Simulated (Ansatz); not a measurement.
## What isotropic strain +1.50 % does to Ag

Take Ag in the fcc (Cu type) structure (space group Fm-3m, No. 225; a = 4.001 Å; relaxed with 0.1 eV smearing) as the base.

Modification: the cell is scaled by 1.0150 in all directions, atoms relaxed at fixed cell.

Calculations: LDA/PAW in Ansatz (a program for electronic structure), no SOC. k-mesh 28×28×28 (Γ-centred); smearing 0.1 eV (Fermi–Dirac).

The volume per atom rises by 0.73 Å³ to 16.74 Å³ and the space group is still Fm-3m (No. 225). The shortest interatomic distance goes up by 4.2 pm, from 282.9 pm to 287.1 pm and the energy increases by 13 meV/atom. The band gap stays zero.

Final structure:

```
CELL_PARAMETERS angstrom
      0.00000     2.03044     2.03044
      2.03044     0.00000     2.03044
      2.03044     2.03044     0.00000
ATOMIC_POSITIONS crystal
  Ag 0.00000 0.00000 0.00000
```

Stability against distortions was not tested.
